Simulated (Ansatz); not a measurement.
The reference is Tl₂HgSiSe₄ (space group I-42m, No. 121; a = 7.920 Å, c = 6.680 Å; a cell from a computed database, its experimental status unchecked).

Levels (all Ansatz, a quantum-chemistry and plane-wave program, PAW): PBEsol (420 eV, no spin-orbit coupling); HSE06 (420 eV, no spin-orbit coupling).

The geometry is relaxed with PBEsol.

| Property | Result |
|---|---|
| PBEsol lowest conduction level above the VBM at special points | M 0.64 eV; Z 0.83 eV; Z₀ 0.83 eV; Γ 2.02 eV |

**Question.** Predict the lowest conduction level above the VBM at special points from HSE06.

**Answer.** The lowest conduction level above the VBM at special points becomes M 1.22 eV; Z 1.44 eV; Z₀ 1.44 eV; Γ 2.80 eV (PBEsol: M 0.64 eV; Z 0.83 eV; Z₀ 0.83 eV; Γ 2.02 eV).

Single points use the geometry relaxed with PBEsol. The hybrid gap comes from the SCF mesh plus the semilocal run's edge points and a few special points and is an upper bound. The levels and masses belong to the bands next to the band gap. Whether these cells are dynamically stable was not tested.
